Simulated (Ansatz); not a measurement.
Input:

```xyz
2
Lattice="3.7071 0.0000 0.0000 -1.8536 3.2105 0.0000 0.0000 0.0000 5.7885" Properties=species:S:1:pos:R:3 pbc="T T T"
Y      1.8536     1.0702     4.3414
Y      0.0000     2.1403     1.4471
```

No spin polarisation.

Computed with PBE (Ansatz, a program for electronic structure), scalar-relativistic without spin-orbit coupling. Γ-centred 18×18×10 mesh, Fermi–Dirac width 0.1 eV.

Question: Predict the pressure, band gap and space group.

Answer: 
- Pressure (mean of the normal stresses, compression positive) = -1.7 GPa
- Band gap = zero
- Space group = P6_3/mmc (No. 194)

The cells carry an imposed strain or load. Stability against distortions was not tested. All final runs are without spin polarisation. The cell was made from Y in the hcp (Mg type) structure (space group P6_3/mmc, No. 194) by this change: isotropic strain +1.50 %.
